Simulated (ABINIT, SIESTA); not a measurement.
A SIESTA input for a self-consistent single point of CaCd₂Au₄ (I4/mmm, 7 atoms in the cell) (DFT, LDA PW92, numerical atomic orbitals TZP, PseudoDojo LDA standard norm-conserving potentials (rewritten from UPF to PSML)):

```
# files in the folder: Ca.psml Cd.psml Au.psml (PseudoDojo LDA standard)
SystemName  Ca(CdAu2)2
SystemLabel ca(cdau2)2

NumberOfAtoms                7
NumberOfSpecies              3
%block ChemicalSpeciesLabel
  1 20 Ca
  2 48 Cd
  3 79 Au
%endblock ChemicalSpeciesLabel
LatticeConstant              1.0 Ang
%block LatticeVectors
    -3.555917000    3.555917000    2.752905000
     3.555917000   -3.555917000    2.752905000
     3.555917000    3.555917000   -2.752905000
%endblock LatticeVectors
AtomicCoordinatesFormat      Bohr
%block AtomicCoordinatesAndAtomicSpecies
     0.000000000    0.000000000    0.000000000  1
     6.719709252    0.000000000    2.601118249  2
     0.000000000    6.719709252    2.601118249  2
     4.080879429    4.080879429    0.000000000  3
     2.638829823    2.638829823    5.202236497  3
     2.638829823   -2.638829823    5.202236497  3
    -2.638829823    2.638829823    5.202236497  3
%endblock AtomicCoordinatesAndAtomicSpecies

XC.functional                LDA
XC.authors                   PW92
PAO.BasisSize                TZP
PAO.EnergyShift              0.005 Ry
MeshCutoff                   400 Ry
%block kgrid.MonkhorstPack
    5   0   0  0.0
    0   5   0  0.0
    0   0   5  0.0
%endblock kgrid.MonkhorstPack
OccupationFunction           MP
OccupationMPOrder            0
ElectronicTemperature        0.1 eV

MaxSCFIterations             150
SCF.Mixer.Method             Pulay
SCF.Mixer.Weight             0.25
SCF.Mixer.History            6
SCF.DM.Tolerance             1.0E-04
Diag.ParallelOverK           true
WriteForces                  true
Charge.Mulliken              end
```

Give the ABINIT input for the same structure, mesh, smearing and functional.

This is the input that was run; spellings and numerical settings could be chosen otherwise.

```
# Ca(CdAu2)2, JTH v2.0 LDA PAW
pp_dirpath "./"
pseudos "Ca.LDA_PW-JTH.xml, Cd.LDA_PW-JTH.xml, Au.LDA_PW-JTH.xml"
acell 3*1.0
rprim
        -6.7197092519    6.7197092519    5.2022364971
         6.7197092519   -6.7197092519    5.2022364971
         6.7197092519    6.7197092519   -5.2022364971
natom 7
ntypat 3
znucl 20 48 79
typat 1 2 2 3 3 3 3
xred
         0.0000000000    0.0000000000    0.0000000000
         0.2500000000    0.7500000000    0.5000000000
         0.7500000000    0.2500000000    0.5000000000
         0.3036500000    0.3036500000    0.6073000000
         0.6963500000    0.6963500000    0.3927000000
         0.3036500000    0.6963500000    0.0000000000
         0.6963500000    0.3036500000    0.0000000000
ecut 26
pawecutdg 52
pawxcdev 0
occopt 7
tsmear 0.00367493
nband 49
kptopt 1
ngkpt 5 5 5
nshiftk 1
shiftk 0 0 0
nstep 100
tolvrs 1.0e-11
prtwf 0
prtden 0
enunit 2
```

Basis, cutoffs, solver keys and any potentials are the target program's own. This input uses DFT, LDA (PW92), plane waves, PAW (JTH v2.0 LDA PAW). LDA parametrisations can differ slightly between programs.

The starting cell comes from a database of computed structures (which also holds hypothetical and non-ambient phases and stackings), without a prior relaxation at this level. Its lattice was rescaled by a random factor within 2.5 % of one.
